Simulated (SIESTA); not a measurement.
Input and output of a self-consistent single point for Cd3Pt (I4/mmm, 4 atoms in the cell) (SIESTA)

Level of theory: LDA PW92, numerical atomic orbitals DZP, PseudoDojo LDA standard norm-conserving potentials (rewritten from UPF to PSML) in SIESTA.

This input was run:

```
# files in the folder: Cd.psml Pt.psml (PseudoDojo LDA standard)
SystemName  Cd3Pt
SystemLabel cd3pt

NumberOfAtoms                4
NumberOfSpecies              2
%block ChemicalSpeciesLabel
  1 48 Cd
  2 78 Pt
%endblock ChemicalSpeciesLabel
LatticeConstant              1.0 Ang
%block LatticeVectors
    -2.076000000    2.076000000    4.315680000
     2.076000000   -2.076000000    4.315680000
     2.076000000    2.076000000   -4.315680000
%endblock LatticeVectors
AtomicCoordinatesFormat      Fractional
%block AtomicCoordinatesAndAtomicSpecies
     0.750000000    0.250000000    0.500000000  1
     0.250000000    0.750000000    0.500000000  1
     0.500000000    0.500000000    0.000000000  1
     0.000000000    0.000000000    0.000000000  2
%endblock AtomicCoordinatesAndAtomicSpecies

XC.functional                LDA
XC.authors                   PW92
PAO.BasisSize                DZP
PAO.EnergyShift              0.01 Ry
MeshCutoff                   350 Ry
%block kgrid.MonkhorstPack
    9   0   0  0.0
    0   9   0  0.0
    0   0   9  0.0
%endblock kgrid.MonkhorstPack
OccupationFunction           FD
ElectronicTemperature        1160.45 K

MaxSCFIterations             150
SCF.Mixer.Method             Broyden
SCF.Mixer.Weight             0.1
SCF.Mixer.History            8
SCF.DM.Tolerance             1.0E-05
Diag.ParallelOverK           true
WriteForces                  true
```

The program printed (abridged):

```
reinit: Reading from file input.fdf

reinit: System Name: Cd3Pt
reinit: System Label: cd3pt

coor:   Atomic-coordinates input format  =     Fractional

siesta: Atomic coordinates (Bohr) and species
siesta:     -0.00000   3.92307   4.07773  1        1
siesta:      3.92307  -0.00000   4.07773  1        2
siesta:      0.00000   0.00000   8.15545  1        3
siesta:      0.00000   0.00000   0.00000  2        4

siesta: System type = bulk

initatomlists: Number of atoms, orbitals, and projectors:      4    76    86

siesta: ******************** Simulation parameters ****************************
redata: Spin configuration                          = none
redata: Time-Reversal Symmetry                      = T
redata: Number of Atomic Species                    =        2
redata: Mesh Cutoff                                 =   350.0000 Ry
redata: Net charge of the system                    =     0.0000 |e|
redata: Min. number of SCF Iter                     =        0
redata: Max. number of SCF Iter                     =      150
redata: SCF convergence failure will abort job
redata: SCF mix quantity                            = Hamiltonian
redata: Mix DM or H after convergence               =   F
redata: Recompute H after scf cycle                 =   F
redata: Mix DM in first SCF step                    =   T
redata: No kicks to SCF
redata: DM Mixing Weight for Kicks                  =     0.5000
redata: Require Harris convergence for SCF          =   F
redata: Harris energy tolerance for SCF             =     0.000100 eV
redata: Require DM convergence for SCF              =   T
redata: DM tolerance for SCF                        =     0.000010
redata: Require EDM convergence for SCF             =   F
redata: EDM tolerance for SCF                       =     0.001000 eV
redata: Require H convergence for SCF               =   T
redata: Hamiltonian tolerance for SCF               =     0.001000 eV
redata: Require (free) Energy convergence for SCF   =   F
redata: (free) Energy tolerance for SCF             =     0.000100 eV
redata: Using DFT-D3 dispersion                     =   F
redata: Using Saved Data (generic)                  =   F
redata: Method of Calculation                       = Diagonalization
redata: Electronic Temperature                      =  1160.4500 K
redata: Number of TDED substeps                     =        3
redata: Dynamics option                             = Single-point calculation
redata: Save all siesta data in one NC              =   F
redata: ***********************************************************************

%block SCF.Mixers
  Broyden
%endblock SCF.Mixers

%block SCF.Mixer.Broyden
  # Mixing method
  method broyden

  # Mixing options
  weight 0.1000
  weight.linear 0.1000
  weight.prime 0.1000
  history 8
%endblock SCF.Mixer.Broyden

DM_history_depth set to one: no extrapolation allowed by default for geometry relaxation
Size of DM history Fstack: 1
Total number of electrons:    78.000000
Total ionic charge:    78.000000

* ProcessorY, Blocksize:    1  64

* Orbital distribution balance (max,min):    76    76

 Kpoints in:          405 . Kpoints trimmed:          365

siesta: k-grid: Number of k-points = 365
siesta: k-points from Monkhorst-Pack grid
siesta: k-cutoff (effective) =    18.684 Ang
siesta: k-point supercell and displacements
siesta: k-grid:     9     0     0      0.000
siesta: k-grid:     0     9     0      0.000
siesta: k-grid:     0     0     9      0.000

diag: Algorithm                                     = D&C
diag: Parallel over k                               =   F
diag: Use parallel 2D distribution                  =   F
diag: Parallel block-size                           = 64
diag: Parallel distribution                         =     1 x     1
diag: Used triangular part                          = Lower
diag: Absolute tolerance                            =  0.100E-15
diag: Orthogonalization factor                      =  0.100E-05
diag: Memory factor                                 =  1.0000

superc: Internal auxiliary supercell:     5 x     5 x     5  =     125
superc: Number of atoms, orbitals, and projectors:    500   9500  10750

                        Single-point calculation

superc: Internal auxiliary supercell:     5 x     5 x     5  =     125
superc: Number of atoms, orbitals, and projectors:    500   9500  10750

outcell: Unit cell vectors (Ang):
       -2.076000    2.076000    4.315680
        2.076000   -2.076000    4.315680
        2.076000    2.076000   -4.315680

outcell: Cell vector modules (Ang)   :    5.219640    5.219640    5.219640
outcell: Cell angles (23,13,12) (deg):    133.1275    133.1275     68.4540
outcell: Cell volume (Ang**3)        :     74.3985
new_DM -- step:     1
Initializing Density Matrix...

Attempting to read DM from file... Failed...
DM filled with atomic data:

InitMesh: MESH = 50 x 50 x 40 = 100000
InitMesh: Mesh cutoff (required, used) =   350.000   365.287 Ry

stepf: Fermi-Dirac step function

        iscf     Eharris(eV)        E_KS(eV)     FreeEng(eV)     dDmax    Ef(eV) dHmax(eV)
   scf:    1   -17828.276465   -17851.277173   -17851.318679  1.268304 -1.144117 12.882813
   scf:    2   -17860.014677   -17855.975653   -17856.018835  0.194489 -1.482046  7.664518
   scf:    3   -17863.168312   -17860.578614   -17860.620354  0.301826 -2.021484  3.072286
   scf:    4   -17861.356358   -17861.101445   -17861.143275  0.208647 -2.150738  0.677612
   scf:    5   -17861.107205   -17861.122392   -17861.165300  0.056989 -2.125140  0.524445
   scf:    6   -17861.118934   -17861.127227   -17861.169560  0.020255 -2.155500  0.253763
   [... 9 lines left out ...]
   scf:   16   -17861.130779   -17861.130779   -17861.173396  0.000019 -2.163844  0.000478
   scf:   17   -17861.130779   -17861.130779   -17861.173396  0.000016 -2.163866  0.000405
   scf:   18   -17861.130779   -17861.130779   -17861.173396  0.000013 -2.163885  0.000343
   scf:   19   -17861.130779   -17861.130779   -17861.173396  0.000011 -2.163902  0.000289
   scf:   20   -17861.130779   -17861.130779   -17861.173396  0.000009 -2.163912  0.000248

SCF Convergence by DM+H criterion
max |DM_out - DM_in|         :     0.0000086857
max |H_out - H_in|      (eV) :     0.0002478422
SCF cycle converged after 20 iterations

Using DM_out to compute the final energy and forces

siesta: E_KS(eV) =           -17861.1308

siesta: E_KS - E_eggbox =    -17861.1308

siesta: Atomic forces (eV/Ang):
     1    0.000491   -0.000491    0.000000
     2   -0.000491    0.000491    0.000000
     3   -0.000000    0.000000    0.000000
     4    0.000000    0.000000   -0.000000
   Tot   -0.000000    0.000000   -0.000000
   Max    0.000491
   Res    0.000284    sqrt( Sum f_i^2 / 3N )
   Max    0.000491    constrained

Stress tensor Voigt[x,y,z,yz,xz,xy] (kbar):      118.00      118.00      125.56       -0.00       -0.00       -0.13
(Free)E + p*V (eV/cell)   -17866.7698
Target enthalpy (eV/cell)   -17861.1734

siesta: Program's energy decomposition (eV):
siesta: Ebs     =     -2761.618995
siesta: Eions   =     25346.824909
siesta: Ena     =      3392.930993
siesta: Ekin    =      6019.328699
siesta: Enl     =       515.717904
siesta: Eso     =         0.000000
siesta: Edftu   =         0.000000
siesta: DEna    =       161.954903
siesta: DUscf   =         3.955797
siesta: DUext   =         0.000000
siesta: Ex      =     -2406.242359
siesta: Ec      =      -201.951807
siesta: Exc     =     -2608.194167
siesta: Eharris =    -17861.130779
siesta: Etot    =    -17861.130779
siesta: FreeEng =    -17861.173396

siesta: Stress tensor (static) (eV/Ang**3):
siesta:     0.073647   -0.000084   -0.000002
siesta:    -0.000084    0.073647   -0.000002
siesta:    -0.000002   -0.000002    0.078371

siesta: Cell volume =         74.398456 Ang**3

siesta: Pressure (static):
siesta:                Solid            Molecule  Units
siesta:          -0.00081927         -0.00081917  Ry/Bohr**3
siesta:          -0.07522174         -0.07521260  eV/Ang**3
siesta:        -120.51851521       -120.50386901  kBar
```

The run converged in 20 iterations.

The starting cell comes from a database of computed structures (which also holds hypothetical and non-ambient phases and stackings), without a prior relaxation at this level. Spin polarisation is off. Values carry the incompleteness of an atom-centred basis. With a pressure of about -12 GPa the cell is away from its equilibrium volume at this level.

Cost on one core of a shared machine: roughly 70 s.
